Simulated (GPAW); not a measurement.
GPAW run on TaVCu (Imma, 6 atoms in the cell): self-consistent single point.

Method of the run: PBEsol, GPAW PAW datasets PBEsol (made by gpaw-setup) (plane waves; GPAW 25.7.0).

```yaml
crystal:
  lattice:
    - [-2.35993, 2.48852, 3.54961]
    - [2.35993, -2.48852, 3.54961]
    - [2.35993, 2.48852, -3.54961]
  atoms:
    - { symbol: Ta, position: [0.62949, 0.87949, 0.75000] }
    - { symbol: Ta, position: [0.37051, 0.12051, 0.25000] }
    - { symbol: V, position: [0.00000, 0.00000, 0.50000] }
    - { symbol: V, position: [0.00000, 0.50000, 0.00000] }
    - { symbol: Cu, position: [0.50000, 0.50000, 0.00000] }
    - { symbol: Cu, position: [0.00000, 0.50000, 0.50000] }
```

Reference input (self-consistent single point, DFT PBEsol, plane waves, GPAW PAW datasets PBEsol (made by gpaw-setup)): mode = pw; ecut = 800 eV; xc = PBEsol; kpts = 7 7 7; mesh shift (steps) = 0 0 0; occupations.name = methfessel-paxton; occupations.width = 0.05 eV; occupations.order = 1; nbands = -12; convergence.density = 1e-05 e/electron; convergence.energy = 1e-05 eV/electron; symmetry.symmorphic = false. This run's input differs from it in these lines:

```diff
@@ -20,3 +20,3 @@
             occupations={'name': 'methfessel-paxton', 'width': 0.05, 'order': 1},
-            nbands=-12,
+            nbands=37,
             convergence={'density': 1e-05, 'energy': 1e-05},
```

Output, abridged:

```
     iter     time        total  log10-change:
                         energy   eigst   dens
iter:   1 --:--:--   -62.976055
iter:   2 --:--:--   -43.857486   +0.66  -1.08
iter:   3 --:--:--   -47.396204   +1.19  -1.18
iter:   4 --:--:--   -50.526652   +0.58  -1.47
iter:   5 --:--:--   -47.194907   -0.14  -1.56
   [... 91 lines left out ...]
iter:  97 --:--:--   -47.444107   -2.65  -3.65
iter:  98 --:--:--   -47.446163   -2.75  -3.68
iter:  99 --:--:--   -47.448044   -2.84  -3.77
iter: 100 --:--:--   -47.449935   -2.78  -3.82

Did not converge!

Here are some tips:

1) Make sure the geometry and spin-state is physically sound.
2) Use less aggressive density mixing.
3) Solve the eigenvalue problem more accurately at each scf-step.
4) Use a smoother distribution function for the occupation numbers.
5) Try adding more empty states.
6) Use enough k-points.
7) Don't let your structure optimization algorithm take too large steps.
8) Solve the Poisson equation more accurately.
9) Better initial guess for the wave functions.

See details here:

    https://gpaw.readthedocs.io/documentation/convergence.html
Traceback (most recent call last):
   [... frames left out ...]
gpaw.KohnShamConvergenceError: Did not converge!  See text output for help.
```

The run ended unconverged after 100 iterations. 

The starting cell comes from a database of computed structures (which also holds hypothetical and non-ambient phases and stackings), without a prior relaxation at this level. Its lattice was rescaled by a random factor within 2.5 % of one.

Cost on one core of a shared machine: roughly 30 min.
